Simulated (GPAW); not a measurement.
σyy against uniaxial strain in fcc Ag (space group 225): C12 (GPAW, PBEsol)

```
Ag
1.0
    0.00000     2.02708     2.02708
    1.99667     0.00000     2.02708
    1.99667     2.02708     0.00000
Ag
1
Direct
  0.00000   0.00000   0.00000
```

Method: PBEsol, GPAW PAW datasets PBEsol (made by gpaw-setup) (plane waves; GPAW). Settings: mode = pw; ecut = 585 eV; xc = PBEsol; kpts = 36 36 36; mesh shift (steps) = 0 0 0; occupations.name = fermi-dirac; occupations.width = 0.05 eV; nbands = -7; convergence.density = 1e-06 e/electron; convergence.energy = 1e-06 eV/electron; symmetry.symmorphic = false; symmetry.tolerance = 0.0005; maxiter = 100. The cell above is the first row's. The rows stretch one cube axis (x) by the strain ε and hold the other two. Stress is positive in tension. In all rows the k mesh is held.

```csv
ε (%),σyy (GPa)
-1.5,?
-1.0,-1.11
-0.5,-0.54
0.0,0.02
0.5,0.55
1.0,1.06
1.5,1.54
```

### Question
Fit σyy against ε with a parabola, and predict the withheld value at ε = -1.5.

### Answer
Least squares gives σyy = 0.019 + 1.0849·ε - 0.0464·ε². Residuals (row less fit): 0.002, -0.005, 0.001, 0.000, 0.003, -0.002; standard error 0.004 (degrees of freedom: 3). The slope at ε = 0, 1.0849 GPa per cent, gives C12 ≈ 100 × 1.0849 = 108 GPa, for the static lattice. At the withheld row, σyy = 0.019 + 1.0849 × (-1.5) - 0.0464 × (-1.5)² = -1.713 GPa. The calculation gives -1.71 GPa, which the fit meets to the printed digits. The row lies outside the fitted rows, so this is an extrapolation. From the scatter of the fitted rows alone, a prediction at this place has a standard error of 0.008 GPa, so the miss is 0.4 times that.

Carrying the step between the two nearest rows on in a straight line would have given -1.68, off by 0.03; series whose last step already gives the withheld value aren't shown. The reference cell has the volume at which an earlier scan in this program and functional put its minimum by a fit. The unstrained cell stands at a pressure of -0.02 GPa, and the constants belong to that pressure. Without a gap such slopes are sensitive to mesh and smearing. 1 of the planned runs didn't end soundly and are left out. Cutoffs and mesh are single choices, not tested for convergence of this quantity. Series with a scatter that would blur these digits, or in which a gap closes, are not shown. Strain series were run only where this level's volume lies within 10 % of a first guess from the measured size.
